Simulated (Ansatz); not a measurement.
System: fcc Yb. Method: PBEsol in Ansatz (plane waves, PAW).

Numerical settings: plane-wave cutoff 520 eV, 18×18×18 k mesh, Fermi–Dirac smearing 0.05 eV, no spin polarisation, scalar-relativistic PAW data made under PBE.

The volume scan:

```
V (Å³/atom)  E − E_lowest (meV/atom)
-----------  -----------------------
30.755                          7.00
31.409                          2.74
32.064                          0.46
32.718                          0.00
33.372                          1.20
34.027                          3.94
34.681                          8.08
```

Q: Fit the third-order Birch–Murnaghan equation and give B0 and B′.

A: V0 = 32.564 Å³/atom, B0 = 20.7 GPa, B′ = 3.3 (fit to the energies at full precision).

Measured, for comparison: bulk modulus 16.3 GPa (temperature not stated, no zero-point or thermal correction; as tabulated in doi:10.1007/BF02743909 (ytterbium under pressure), abstract); equilibrium volume per atom 41.24 Å³/atom (293 K, no zero-point or thermal correction; as tabulated in Wikipedia's data pages). Computed (rounded) less measured: bulk modulus +27 %, equilibrium volume per atom -21.0 %.

Spin–orbit coupling is not included.

The computed numbers hold no vibrational or temperature effects.

Ansatz is a first-principles code.
